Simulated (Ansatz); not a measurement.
For Lu3SnC (Pm-3m), PBEsol, DFPT electron-phonon coupling, linearised Boltzmann equation (Ansatz, a program for electronic structure) gives a transport coupling λ_tr = 0.273 and a Drude plasma energy ħω_p = 3.41 eV.

Problem. Estimate the resistivity at 300 K from the high-temperature formula ρ = 2π λ_tr k_B T / (ħ ε₀ ω_p²), and say how the full Boltzmann solution compares.

Solution. The scattering rate is 1/τ = 2π λ_tr k_B T/ħ = 6.74e13 s⁻¹ and ω_p = 5.18e15 s⁻¹, so ρ ≈ 28.3 μΩ·cm. The Boltzmann solution gives 25.8 μΩ·cm, 0.91 times the estimate.

A metal at this level (no band gap). Only scattering by harmonic phonons is included (no impurities, grain boundaries, electron-electron scattering or thermal expansion). Spin-orbit coupling is left out, which matters with elements this heavy. Halving the electron mesh (20x20x20) moves the resistivity by up to 1 % at 300 K, the coupling by up to 1 %. Smearing 0.20 eV; phonons on a 3x3x3 q mesh, which this run doesn't test.

Computed structure with no diffraction record at hand here (it may be known, metastable or hypothetical): Lu3SnC (Pm-3m).
